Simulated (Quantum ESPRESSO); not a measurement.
Worked example: self-consistent single point of Mo3Se2S2 (P1, 14 atoms in the cell) in Quantum ESPRESSO.

Computed with LDA (PZ)+U, GBRV 1.5 ultrasoft (LDA) pseudopotentials (plane waves; Quantum ESPRESSO).

```
CELL_PARAMETERS angstrom
      6.53865     0.00000     0.00000
     -0.19110     6.60648     0.00000
     -0.18723    -0.19909     6.60418
ATOMIC_POSITIONS crystal
  Mo 0.59343 0.45458 0.77979
  Mo 0.44793 0.77946 0.59029
  Mo 0.78816 0.59832 0.44845
  Mo 0.40868 0.55102 0.21366
  Mo 0.54722 0.21387 0.41130
  Mo 0.20986 0.41086 0.54871
  Se 0.75118 0.37773 0.12726
  Se 0.37367 0.12763 0.75013
  Se 0.79201 0.79358 0.78786
  Se 0.20777 0.21163 0.21143
  S  0.86232 0.27772 0.60690
  S  0.27201 0.60985 0.86433
  S  0.61048 0.86606 0.27453
  S  0.13528 0.72770 0.38535
```

Reference input (self-consistent single point, DFT, LDA (PZ), plane waves, GBRV 1.5 ultrasoft (LDA) pseudopotentials): ecutwfc = 40 Ry; ecutrho = 320 Ry; occupations = smearing; smearing = gauss; degauss = 0.0073499 Ry; potentials = {Mo: mo_lda_v1.uspp.F.UPF, Se: se_lda_v1.uspp.F.UPF, S: s_lda_v1.4.uspp.F.UPF}; K_POINTS = automatic 3 3 3 0 0 0; conv_thr = 1e-09 Ry. This run's input differs from it in these lines:

```diff
@@ -46,2 +46,4 @@
 3 3 3  0 0 0
+HUBBARD {ortho-atomic}
+U Mo-4d 5
```

Output, abridged:

```
     Self-consistent Calculation

     iteration #  1     ecut=    40.00 Ry     beta= 0.70

     =================== HUBBARD OCCUPATIONS ===================
     ------------------------ ATOM    1 ------------------------
     Tr[ns(  1)] =   5.22153
     eigenvalues:
       0.449  0.484  0.516  0.576  0.585
   [... 5 blocks of this kind left out ...]

     Number of occupied Hubbard levels =   30.8625

     Threshold (ethr) on eigenvalues was too large:
     Diagonalizing with lowered threshold

     total energy              =   -1103.48568035 Ry
     estimated scf accuracy    <       1.07199867 Ry

     iteration #  2     ecut=    40.00 Ry     beta= 0.70

     total energy              =   -1103.26494777 Ry
     estimated scf accuracy    <       5.06720092 Ry

     iteration #  3     ecut=    40.00 Ry     beta= 0.70

     total energy              =   -1103.91409667 Ry
     estimated scf accuracy    <       1.04223806 Ry

   [... 40 blocks of this kind left out ...]

     iteration # 44     ecut=    40.00 Ry     beta= 0.70

     total energy              =   -1104.07528446 Ry
     estimated scf accuracy    <          2.3E-09 Ry

     iteration # 45     ecut=    40.00 Ry     beta= 0.70
     End of self-consistent calculation

     =================== HUBBARD OCCUPATIONS ===================
     ------------------------ ATOM    1 ------------------------
     Tr[ns(  1)] =   5.03412
     eigenvalues:
       0.398  0.439  0.473  0.575  0.631

     Number of occupied Hubbard levels =   30.1588

     the Fermi energy is     9.9757 ev

!    total energy              =   -1104.07528446 Ry
     estimated scf accuracy    <          8.9E-10 Ry
     smearing contrib. (-TS)   =      -0.00204587 Ry
     internal energy E=F+TS    =   -1104.07323859 Ry

     Hubbard energy            =       2.66644201 Ry

     convergence has been achieved in  45 iterations

     Forces acting on atoms (cartesian axes, Ry/au):

     atom    1 type  1   force =     0.00340498    0.01358953   -0.01991062
   [... lines left out ...]

     Total force =     0.070977     Total SCF correction =     0.000061

          total   stress  (Ry/bohr**3)                   (kbar)     P=      -72.50
  -0.00050281   0.00000373  -0.00000276          -73.97        0.55       -0.41
   0.00000373  -0.00048281   0.00000392            0.55      -71.02        0.58
  -0.00000276   0.00000392  -0.00049299           -0.41        0.58      -72.52

   JOB DONE.
```

The run converged in 45 iterations. Against the reference run the pressure goes from -7.94 to -7.25 GPa and the largest force goes from 0.572 to 0.778 eV/Å.

The starting cell comes from a database of computed structures (which also holds hypothetical and non-ambient phases and stackings), without a prior relaxation at this level. Spin polarisation is off. The U value is a test value, and with U on an open shell several self-consistent states can exist. With a pressure of about -7 GPa the cell is away from its equilibrium volume at this level.

Cost on one core of a shared machine: roughly 20 min.
